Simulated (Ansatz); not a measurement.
# BeS, response to strain

Consider BeS in the zinc blende structure (space group F-43m, No. 216).

```
BeS
1.0
    0.00000     2.43431     2.43431
    2.43431     0.00000     2.43431
    2.43431     2.43431     0.00000
Be S
1 1
Direct
  0.00000   0.00000   0.00000
  0.25000   0.25000   0.25000
```

Cartesian axes are those of the cell as printed.

Strains are applied to the cell and any free atomic positions relax.

Calculations: r2SCAN (Ansatz, a first-principles code; PAW; 500 eV plane waves; without spin-orbit coupling).

Notes on the quantities. energy relative to the base: free energy F.

```json
[
 {"change": "base", "energy relative to the base": "0 meV/atom", "electron mass": "0.79 mₑ along k, 0.29 mₑ across (at X)", "volume per atom": "14.43 Å³"},
 {"change": "uniaxial strain ε_zz = −3.00 %", "energy relative to the base": "+6.8 meV/atom", "electron mass": "0.74 mₑ along k, 0.29 mₑ across (at X)", "volume per atom": "13.99 Å³"},
 {"change": "uniaxial strain ε_zz = −2.50 %", "energy relative to the base": "+4.7 meV/atom", "electron mass": "0.75 mₑ along k, 0.29 mₑ across (at X)", "volume per atom": "14.06 Å³"},
 {"change": "uniaxial strain ε_zz = −2.00 %", "energy relative to the base": "+3.0 meV/atom", "electron mass": "0.76 mₑ along k, 0.29 mₑ across (at X)", "volume per atom": "14.14 Å³"},
 {"change": "uniaxial strain ε_zz = −1.50 %", "energy relative to the base": "+1.7 meV/atom", "electron mass": "0.77 mₑ along k, 0.29 mₑ across (at X)", "volume per atom": "14.21 Å³"},
 {"change": "uniaxial strain ε_zz = −1.00 %", "energy relative to the base": "+0.7 meV/atom", "electron mass": "0.77 mₑ along k, 0.29 mₑ across (at X)", "volume per atom": "14.28 Å³"},
 {"change": "uniaxial strain ε_zz = −0.50 %", "energy relative to the base": "+0.2 meV/atom", "electron mass": "0.78 mₑ along k, 0.29 mₑ across (at X)", "volume per atom": "14.35 Å³"}
]
```

The levels and masses belong to the bands next to the band gap. Masses are band curvatures over ±0.01 Å⁻¹ around the edge. Along k means along the line from Γ to the band edge. Whether these cells are dynamically stable was not tested.
